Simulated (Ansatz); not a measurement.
A user runs Ansatz (a first-principles code) on Rh (P6_3/mmc, 4 atoms in the cell) and asks whether the run is sound. The aim is a self-consistent single point with DFT, PBEsol, plane waves, default PAW files made with PBE.

Cell that was meant: a = 2.7004 Å, b = 2.7004 Å, c = 8.6887 Å, α = 90.00°, β = 90.00°, γ = 120.00°.

Part of the input:

```yaml
crystal:
  lattice:
    - [5.103081, 0.000000, 0.000000]
    - [-2.551540, 4.419397, 0.000000]
    - [0.000000, 0.000000, 16.419195]
  atoms:
    - { symbol: Rh, position: [0.000000, 0.000000, 0.000000] }
    - { symbol: Rh, position: [0.000000, 0.000000, 0.500000] }
```

Output (repeated stretches shortened):

```
   [... lines left out ...]
k-points: 32 of 363
PAW frozen core: Rh, regenerated for the run's functional, and the local potential with it
Initial density: superposition of atomic densities (neutral atoms: chi_scale 0, normalization atom), corrected by the library's trained network
Initial wavefunctions: pseudopotential atomic-orbital guess
Eigensolver: davidson
Functional: x = pbesol(κ = 0.804, μ = 0.12345679012345678), c = pbesol(β = 0.046)
SCF iter   1: F=—  HF=-25327.927868 eV  |F-HF|=—  |Δ(HF+E_count)|=         —  Δρ=3.75e-3  dr2=1.12e-2  ethr=1.77e-3  ⟨swp⟩=5.8  Hψ=4182  notcnv=0
all-band conjugate gradients solve this SCF's bands
preconditioner: auto → LDOS
SCF iter   2: F=—  HF=-25327.946489 eV  |F-HF|=—  |Δ(HF+E_count)|=   1.86e-2  S|Δr|=    0.00e0  Δρ=8.32e-3  dr2=8.71e-2  ethr=1.65e-5  ⟨swp⟩=2.0  Hψ=2351  notcnv=0  defer=17
   [... lines left out ...]
SCF iter  11: F=—  HF=-25327.942801 eV  |F-HF|=—  |Δ(HF+E_count)|=   6.28e-6  S|Δr|=    0.00e0  Δρ=8.60e-5  dr2=1.00e-5  ethr=3.08e-9  ⟨swp⟩=2.0  Hψ=1905  notcnv=0  defer=17  recentre
SCF iter  12: F=—  HF=-25327.942802 eV  |F-HF|=—  |Δ(HF+E_count)|=   2.95e-7  S|Δr|=    0.00e0  Δρ=6.19e-6  dr2=1.23e-7  ethr=3.08e-9  ⟨swp⟩=1.7  Hψ=1382  notcnv=0  defer=17
SCF iter  13: F=-25327.942802 eV  HF=-25327.942802 eV  |F-HF|=2.16e-8  |Δ(HF+E_count)|=   1.98e-7  S|Δr|=    0.00e0  Δρ=4.87e-6  dr2=2.98e-8  ethr=1.47e-10  ⟨swp⟩=7.7  Hψ=4406  notcnv=0
SCF 1 converged in 13 iterations: F = -25327.942802 eV  dr2 = 2.98e-8
Stability not checked (fill_not_monotonic)
Free energy (F): -25327.942802 eV
Internal energy: -25327.954346 eV  (E = F + TS)
E sigma→0 (E₀):  -25327.946650 eV
Entropy (-TS):   0.011544 eV (2.886 meV/atom)
Fermi energy:    -0.612335 eV
--- Forces (eV/Å), atoms counted from 1 ---
  atom   1  Rh     0.00000000    -0.00000000     0.00000000
   [... zero for the other atoms too ...]
--- Stress (GPa, compression-positive) ---
       -1.962864       0.000000       0.000000
        0.000000      -1.962864      -0.000000
        0.000000      -0.000000      -2.051787
  P = ⅓ Tr σ = -1.9925 GPa (-19.925 kbar)
  The stress holds the Pulay correction. Without it, at fixed plane waves, as pw.x and ABINIT print it: P = -1.9976 GPa
```

**Question.** Can these results be used? Check the input.

**Answer.** The run is not sound. The fault is this: lattice typed in bohr, read as angstrom. Bohr and ångström differ by a factor of 1.89; the cell that the program reads is then far too large or far too small. To fix it, give the lengths in the unit that the key or card expects. The run converged in 13 iterations without an error; against the sound input the free energy rises by 6.73 eV/atom and the pressure goes from -3.95 to -1.99 GPa.

The sound input it was made from differs as follows (other fixes are possible):
```diff
-    - [5.103081, 0.000000, 0.000000]
-    - [-2.551540, 4.419397, 0.000000]
-    - [0.000000, 0.000000, 16.419195]
+    - [2.700434, 0.000000, 0.000000]
+    - [-1.350217, 2.338644, 0.000000]
+    - [0.000000, 0.000000, 8.688664]
```

With that input, the run converged in 6 iterations: free energy E − TS (on the zero of these files) -25354.8766 eV; Fermi level (on the code's own zero) 22.32 eV; pressure -3.95 GPa (DFT, PBEsol, plane waves, default PAW files made with PBE).

On the sound input: the starting cell was generated: these elements placed on a structure prototype, without a prior relaxation; it need not be a known phase or ordering of this composition. Spin polarisation is off. With a pressure of about -4 GPa the cell is away from its equilibrium volume at this level. Ansatz's pressure includes its estimate of the finite-basis (Pulay) stress.
